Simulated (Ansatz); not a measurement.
Candidates (primitive cells; geometry: cell and atoms relaxed with PBEsol):
A. CsCdCl$_{3}$ (Pm-3m), a = 5.203 Å, b = 5.203 Å, c = 5.203 Å, α = 90.00°, β = 90.00°, γ = 90.00°
B. KMgH$_{3}$ (Pm-3m), a = 3.976 Å, b = 3.976 Å, c = 3.976 Å, α = 90.00°, β = 90.00°, γ = 90.00°
C. SrHfO$_{3}$ (Pm-3m), a = b = c = 4.1058 Å, α = β = γ = 90.00°

Question: Rank these by electron conductivity mass (highest first), as PBEsol, rigid bands run with Ansatz (an electronic-structure program) gives it.

Answer: C (0.50 mₑ), B (0.36 mₑ), A (0.25 mₑ)

Masses are for dilute carriers at 300 K, harmonic means over directions unless an axis is named. Spin-orbit coupling is left out.

Formula and space group known from diffraction (Crystallography Open Database), not checked to be the room-temperature form: CsCdCl3 (Pm-3m), KMgH3 (Pm-3m), SrHfO3 (Pm-3m). The missing spin-orbit coupling matters most for SrHfO3 (Pm-3m).
